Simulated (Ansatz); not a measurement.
Input and output of a self-consistent single point for Rb2ScTlBr6 (Fm-3m, 10 atoms in the cell) (Ansatz, a program for electronic structure).

Computed with PBEsol, default PAW files made with PBE (plane waves; Ansatz).

```xyz
10
Lattice="0.0000 5.9743 5.9743 5.9743 0.0000 5.9743 5.9743 5.9743 0.0000" Properties=species:S:1:pos:R:3 pbc="T T T"
Rb     8.9614     8.9614     8.9614
Rb     2.9871     2.9871     2.9871
Sc     0.0000     0.0000     0.0000
Tl     5.9743     5.9743     5.9743
Br     2.7225     5.9743     5.9743
Br     9.2261     5.9743     5.9743
Br     5.9743     2.7225     5.9743
Br     5.9743     9.2261     5.9743
Br     5.9743     5.9743     2.7225
Br     5.9743     5.9743     9.2261
```

Reference input (self-consistent single point, DFT, PBE0, plane waves, default PAW files made with PBE): basis.ecutwfc = 420 eV; kpoints.mp_grid.grid = 2 2 2; hamiltonian.xc = pbe0; hamiltonian.pseudopotentials = {kind: paw} (the program's default PAW files); scf.occupations.method = fixed. This run's input differs from it in these lines:

Ansatz 0.2 input:
```diff
@@ -22,3 +22,3 @@
 hamiltonian:
-  xc: pbe0
+  xc: pbesol
   pseudopotentials:
```

Output (repeated stretches shortened):

```
SCF iter   1: F=—  HF=-36274.784217 eV  |F-HF|=—  |Δ(HF+E_count)|=         —  Δρ=1.39e-3  dr2=1.21e-2  ethr=1.77e-3  ⟨swp⟩=5.0  Hψ=579  notcnv=0  defer=21
all-band conjugate gradients solve this SCF's bands
preconditioner: auto → Resta (q_TF=auto, 2.081 Å⁻¹)
SCF iter   2: F=—  HF=-36274.784026 eV  |F-HF|=—  |Δ(HF+E_count)|=   1.90e-4  Δρ=7.07e-4  dr2=2.08e-3  ethr=1.44e-5  ⟨swp⟩=2.0  Hψ=261  notcnv=0  defer=22
   [... lines left out ...]
SCF iter   4: F=—  HF=-36274.784398 eV  |F-HF|=—  |Δ(HF+E_count)|=   7.35e-5  Δρ=7.90e-5  dr2=6.50e-5  ethr=4.40e-7  ⟨swp⟩=2.0  Hψ=214  notcnv=0  defer=21
SCF iter   5: F=—  HF=-36274.784702 eV  |F-HF|=—  |Δ(HF+E_count)|=   3.04e-4  Δρ=2.27e-5  dr2=4.01e-6  ethr=7.74e-8  ⟨swp⟩=2.3  Hψ=226  notcnv=0  defer=20
SCF iter   6: F=—  HF=-36274.784706 eV  |F-HF|=—  |Δ(HF+E_count)|=   3.99e-6  Δρ=7.27e-6  dr2=3.68e-7  ethr=4.77e-9  ⟨swp⟩=2.0  Hψ=211  notcnv=0  defer=20
SCF iter   7: F=-36274.784706 eV  HF=-36274.784706 eV  |F-HF|=1.44e-8  |Δ(HF+E_count)|=   5.59e-7  Δρ=1.48e-6  dr2=1.92e-8  ethr=1.19e-10  ⟨swp⟩=14.3  Hψ=922  notcnv=0
SCF 1 converged in 7 iterations: F = -36274.784706 eV  dr2 = 1.92e-8
Free energy (F): -36274.784706 eV
Internal energy: -36274.784706 eV  (E = F + TS)
E sigma→0 (E₀):  -36274.784706 eV
Fermi energy:    1.042549 eV
--- Forces (eV/Å), atoms counted from 1 ---
  atom   1  Rb     0.00000000     0.00000000     0.00000000
  atom   2  Rb    -0.00000000     0.00000000     0.00000000
  atom   3  Sc    -0.00000000     0.00000000     0.00000000
  atom   4  Tl     0.00000000     0.00000000    -0.00000000
  atom   5  Br    -0.37337179    -0.00000000    -0.00000000
  atom   6  Br     0.37337179     0.00000000    -0.00000000
  atom   7  Br     0.00000000    -0.37337179     0.00000000
  atom   8  Br    -0.00000000     0.37337179     0.00000000
  atom   9  Br    -0.00000000    -0.00000000    -0.37337179
  atom  10  Br     0.00000000    -0.00000000     0.37337179
--- Stress (GPa, compression-positive) ---
       -2.121400       0.000000       0.000000
       -0.000000      -2.121400      -0.000000
        0.000000      -0.000000      -2.121400
  P = ⅓ Tr σ = -2.1214 GPa (-21.214 kbar)
  The stress holds the Pulay correction. Without it, at fixed plane waves, as pw.x and ABINIT print it: P = -2.1313 GPa
```

The run converged in 7 iterations. Against the reference run the pressure goes from -1.48 to -2.12 GPa, the largest force goes from 0.401 to 0.373 eV/Å and the gap on the mesh goes from 4.855 to 2.952 eV.

The starting cell comes from a database of computed structures (which also holds hypothetical and non-ambient phases and stackings), without a prior relaxation at this level. Its lattice was rescaled by a random factor within 2.5 % of one. Spin-orbit coupling is off. Ansatz's pressure includes its estimate of the finite-basis (Pulay) stress.
